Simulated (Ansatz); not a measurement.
Candidates (primitive cells; geometry: cell and atoms relaxed with PBEsol):
A. ZnInGaO4 (R3m), a = b = c = 8.7942 Å, α = β = γ = 21.73°
B. La$_{2}$O$_{3}$ (P-3m1), a = 3.906 Å, b = 3.906 Å, c = 6.040 Å, α = 90.00°, β = 90.00°, γ = 120.00°
C. CaSe (Fm-3m), a = 4.1496 Å, b = 4.1496 Å, c = 4.1496 Å, α = 60.00°, β = 60.00°, γ = 60.00°
D. KCl (Fm-3m), a = 4.4144 Å, b = 4.4144 Å, c = 4.4144 Å, α = 60.00°, β = 60.00°, γ = 60.00°
E. LiF (Fm-3m), a = 2.834 Å, b = 2.834 Å, c = 2.834 Å, α = 60.00°, β = 60.00°, γ = 60.00°

Task: Put the candidates in order of band gap, highest first, for Ansatz (a first-principles code) with r2SCAN, rigid bands.

Result: E (10.20 eV), D (5.91 eV), B (4.23 eV), C (2.44 eV), A (1.74 eV)

Spin-orbit coupling is left out.

Formula and space group known from diffraction (Crystallography Open Database), not checked to be the room-temperature form: CaSe (Fm-3m).
